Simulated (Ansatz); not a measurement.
# NiZn (Pm-3m, No. 221, 2 atoms in the cell; start mp-1486): bulk modulus B0 by level of theory

No measured value is used here.

```json
[
 {"level (code)": "LDA (Ansatz)", "value (GPa)": "192", "cell (Å³/atom)": "11.05"},
 {"level (code)": "PBEsol (Ansatz)", "value (GPa)": "172", "cell (Å³/atom)": "11.47"},
 {"level (code)": "r²SCAN (Ansatz)", "value (GPa)": "170", "cell (Å³/atom)": "11.56"}
]
```

The crystal itself was run without spin with LDA, PBEsol, r²SCAN; a magnetic state was not tried in these runs. LDA, PBEsol, r²SCAN: the run has no spin polarisation, so it can have missed a magnetic state. LDA, PBEsol, r²SCAN: the bulk modulus is −V dP/dV from two relaxed cells at ±2 % in volume. LDA, PBEsol, r²SCAN: the relaxation could not lower the start's symmetry, so the cell can be a saddle point above a distorted one. Each level is taken at its own relaxed cell. Cutoffs differ between the levels. Ansatz's density-functional and Hartree–Fock values are scalar-relativistic unless marked +SOC, with PAW data made under PBE.

A start named mp-… is a Materials Project structure, which need not be a measured phase.

Ansatz is an electronic-structure program.
